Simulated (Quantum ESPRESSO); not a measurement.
A self-consistent single point of NbH (I4mm, 2 atoms in the cell) with Quantum ESPRESSO.

Method: PBEsol, PSlibrary PAW (PBE) pseudopotentials (plane waves; Quantum ESPRESSO).

```
NbH
1.0
    1.59893    -1.59893     1.97438
    1.59893     1.59893     1.97438
   -1.59893    -1.59893     1.97438
Nb H
1 1
Direct
  0.00000   0.01266   0.01266
  0.00000   0.50000   0.50000
```

Reference input (self-consistent single point, DFT, PBEsol, plane waves, PSlibrary PAW (PBE) pseudopotentials): ecutwfc = 55 Ry; ecutrho = 330 Ry; occupations = smearing; smearing = fermi-dirac; degauss = 0.0073499 Ry; input_dft = pbesol; potentials = {Nb: Nb.pbe-spn-kjpaw_psl.1.0.0.UPF, H: H.pbe-kjpaw_psl.1.0.0.UPF}; K_POINTS = automatic 10 10 10 0 0 0; conv_thr = 1e-10 Ry; mixing_beta = 0.4. This run's input differs from it in these lines:

```diff
@@ -17,4 +17,4 @@
    occupations = 'smearing'
-   smearing = 'fermi-dirac'
-   degauss = 0.0073499
+   smearing = 'gaussian'
+   degauss = 0.036749
    input_dft = 'pbesol'
@@ -32,3 +32,3 @@
 K_POINTS automatic
-10 10 10  0 0 0
+16 16 16  0 0 0
```

Output (repeated stretches shortened):

```
     Self-consistent Calculation

     iteration #  1     ecut=    55.00 Ry     beta= 0.40

     Threshold (ethr) on eigenvalues was too large:
     Diagonalizing with lowered threshold

     total energy              =    -331.27395125 Ry
     estimated scf accuracy    <       0.05423478 Ry

     iteration #  2     ecut=    55.00 Ry     beta= 0.40

     total energy              =    -331.27818551 Ry
     estimated scf accuracy    <       0.00452916 Ry

     iteration #  3     ecut=    55.00 Ry     beta= 0.40

     total energy              =    -331.27874328 Ry
     estimated scf accuracy    <       0.00045612 Ry

   [... 4 blocks of this kind left out ...]

     iteration #  8     ecut=    55.00 Ry     beta= 0.40

     total energy              =    -331.27878234 Ry
     estimated scf accuracy    <          1.2E-10 Ry

     iteration #  9     ecut=    55.00 Ry     beta= 0.40
     End of self-consistent calculation

     Number of k-points >= 100: set verbosity='high' to print the bands.

     the Fermi energy is    17.2059 ev

!    total energy              =    -331.27878234 Ry
     estimated scf accuracy    <          3.7E-11 Ry
     smearing contrib. (-TS)   =      -0.00915515 Ry
     internal energy E=F+TS    =    -331.26962719 Ry

     convergence has been achieved in   9 iterations

     Forces acting on atoms (cartesian axes, Ry/au):

     atom    1 type  1   force =     0.00000000    0.00000000   -0.01785926
     atom    2 type  2   force =     0.00000000    0.00000000    0.01785926

     Total force =     0.025257     Total SCF correction =     0.000001

          total   stress  (Ry/bohr**3)                   (kbar)     P=      -51.79
  -0.00041490  -0.00000000   0.00000000          -61.03       -0.00        0.00
  -0.00000000  -0.00041490  -0.00000000           -0.00      -61.03       -0.00
   0.00000000  -0.00000000  -0.00022629            0.00       -0.00      -33.29

   JOB DONE.
```

The run converged in 9 iterations. Against the reference run the free energy falls by 21.7 meV/atom, the pressure goes from -5.63 to -5.18 GPa and the largest force moves little (0.463 to 0.459 eV/Å).

The starting cell comes from a database of computed structures (which also holds hypothetical and non-ambient phases and stackings), without a prior relaxation at this level. Its lattice was rescaled by up to half a per cent. One atom was moved a little off its site on purpose. Spin polarisation is off. With a pressure of about -5 GPa the cell is away from its equilibrium volume at this level.

Cost on one core of a shared machine: roughly 2 min.
